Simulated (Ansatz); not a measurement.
# 1T (CdI2-type) MgI₂

Method: r²SCAN in Ansatz (PAW).

Settings: plane-wave cutoff 600 eV, 12×12×6 k mesh (along the axes of the cell as run), scalar-relativistic PAW data made under PBE.

Cell: relaxed at this level.

```json
{
  "elastic constant C11": "45.6 GPa",
  "elastic constant C12": "13.0 GPa",
  "elastic constant C13": "2.72 GPa",
  "elastic constant C33": "10.2 GPa",
  "elastic constant C44": "2.61 GPa",
  "elastic constant C66": "16.3 GPa",
  "Voigt–Reuss–Hill bulk modulus": "11.9 GPa",
  "polycrystal shear modulus (Hill average)": "7.30 GPa",
  "young_modulus": "18.2 GPa",
  "poisson_ratio": "0.246"
}
```

Note: the cell comes from a level without a dispersion term, which matters for the spacing of layers, chains or molecules; the cell has widely spaced layers and the level no dispersion term, so their spacing and the moduli can rest on weak binding.

Elastic constants are with the ions relaxed.

Spin–orbit coupling is not included.

The computed numbers hold no vibrational or temperature effects.

Cost on a shared machine: around 50 core-minutes (rough).

Ansatz is an electronic-structure program.
